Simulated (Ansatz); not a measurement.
# Response to strain in Pt

Take Pt in the fcc (Cu type) structure (space group Fm-3m, No. 225; a = 3.942 Å; relaxed with 0.1 eV smearing) as the base. Axes: x, y, z lie along the cube axes.

Strains are applied to the cell and any free atomic positions relax; under biaxial strain the out-of-plane vector relaxes too.

Computed with r2SCAN (Ansatz, a program for electronic structure, PAW, no spin-orbit coupling).

Notes on the quantities. energy relative to the base: free energy F.

| biaxial strain, plane normal [111], relaxed out of plane (%) | energy relative to the base (meV/atom) |
|---|---|
| -2.5 | 21.7 |
| -2.08 | 14.6 |
| -1.67 | 9.2 |
| -1.25 | 5.0 |
| -0.83 | ? |
| -0.42 | 0.5 |
| 0 | 0.0 |

Task: Fit ΔE = Aε² + Bε³ (ε in %) to the rows shown and predict the withheld row.

Result: Least squares on the printed values gives A = 2.93 and B = -0.22 meV/atom (largest residual 0.0 meV/atom); this predicts 2.1 meV/atom, and the run gives 2.2 meV/atom, in agreement.

Whether these cells are dynamically stable was not tested. All final runs are without spin polarisation.
